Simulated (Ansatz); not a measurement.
Take SiO2 (space group P3_221, No. 154; a = 5.0221 Å, c = 5.5103 Å) as the base. Axes: x lies along a and z along c of the hexagonal cell.

Computed with Ansatz (a program for electronic structure) PBE, scalar-relativistic without spin-orbit coupling.

Strains are applied to the cell and any free atomic positions relax.

One change was made to it. Results:

| quantity | base | after |
|---|---|---|
| electron mass | 0.51 mₑ (at Γ) | 0.49 mₑ along z, 0.52 mₑ across (at Γ) |
| largest internal atomic displacement | – | 0.102 Å |
| band gap | 5.68 eV | 5.57 eV |
| energy relative to the base (free energy F) | 0 meV/atom | +3.2 meV/atom |

Problem. Which of these changes matches the shifts?
A) uniaxial strain ε_zz = +1.50 %
B) uniaxial strain ε_zz = +3.00 %
C) uniaxial strain ε_zz = +2.25 %

Solution. B, uniaxial strain ε_zz = +3.00 %. For comparison, the energy relative to the base in the other runs: uniaxial strain ε_zz = +1.50 % gives +0.8 meV/atom; uniaxial strain ε_zz = +2.25 % gives +1.8 meV/atom.

Masses are band curvatures over ±0.01 Å⁻¹ around the edge. Gaps are Kohn–Sham eigenvalue differences; semilocal functionals usually give less than the measured gap. Whether these cells are dynamically stable was not tested.
